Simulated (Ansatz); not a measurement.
Sc (P6₂22, No. 180, 6 atoms in the cell; start mp-601273; another form than the element's usual one), treated with LDA (Ansatz, an electronic-structure program, PAW).

Numerical settings: plane-wave cutoff 520 eV, 18×18×4 k mesh (along the axes of the cell as run), Fermi–Dirac smearing 0.05 eV, scalar-relativistic PAW data made under PBE.

Cell (relaxed at this level):

```cif
data_Sc3
_chemical_formula_sum 'Sc3'
_space_group_name_H-M_alt 'P6222'
_space_group_IT_number 180
_space_group_name_Hall 'P 62 2 (0 0 4)'
_cell_length_a 3.14536
_cell_length_b 3.14536
_cell_length_c 7.86213
_cell_angle_alpha 90.000
_cell_angle_beta 90.000
_cell_angle_gamma 120.000
loop_
_atom_site_label
_atom_site_type_symbol
_atom_site_symmetry_multiplicity
_atom_site_Wyckoff_symbol
_atom_site_fract_x
_atom_site_fract_y
_atom_site_fract_z
_atom_site_occupancy
Sc1 Sc 3 c 0.50000 0.00000 0.00000 1
```
(The calculation used a cell of 6 atoms; values per cell refer to that cell.)

Q: What does this level give for the bulk modulus?

A: 
* **bulk modulus**: 56.4 GPa

The run finds no gap.

Note: the bulk modulus is −V dP/dV from two relaxed cells at ±2 % in volume; the relaxation could not lower the start's symmetry, so the cell can be a saddle point above a distorted one.

Computed values are for the static lattice.

It cost around 5 core-minutes (rough) of CPU time.

A start named mp-… is a Materials Project structure, which need not be a measured phase.
